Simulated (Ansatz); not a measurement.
**SiC (model structure, started from the WC type, P-6m2, No. 187, 2 atoms in the cell)**

Level of theory: r²SCAN+rVV10 (PAW; Ansatz, a first-principles code).

Numerical settings: plane-wave cutoff 560 eV, 24×24×22 k mesh (along the axes of the cell as run), Fermi–Dirac smearing 0.05 eV, scalar-relativistic PAW data made under PBE.

Cell (relaxed at this level):

```cif
data_CSi
_chemical_formula_sum 'Si1 C1'
_space_group_name_H-M_alt 'P 1'
_space_group_IT_number 1
_cell_length_a 2.84998
_cell_length_b 2.84998
_cell_length_c 2.54340
_cell_angle_alpha 90.000
_cell_angle_beta 90.000
_cell_angle_gamma 120.000
loop_
_space_group_symop_operation_xyz
  'x, y, z'
loop_
_atom_site_label
_atom_site_type_symbol
_atom_site_fract_x
_atom_site_fract_y
_atom_site_fract_z
_atom_site_occupancy
Si1 Si 0.00000 0.00000 0.00000 1
C1 C 0.66667 0.33333 0.50000 1
```

```
Item              Value
--------  -------------
band gap  zero (no gap)
```

Note: the relaxation could raise the start's symmetry but not lower it, so the cell can be a saddle point.

The computed numbers hold no vibrational or temperature effects.

Cost on a shared machine: about 2.9 core-minutes (a rough figure).

A model structure was made by putting elements into a prototype or built by hand; it is no filed structure, need not be a known phase, and can be a saddle point held by its symmetry.
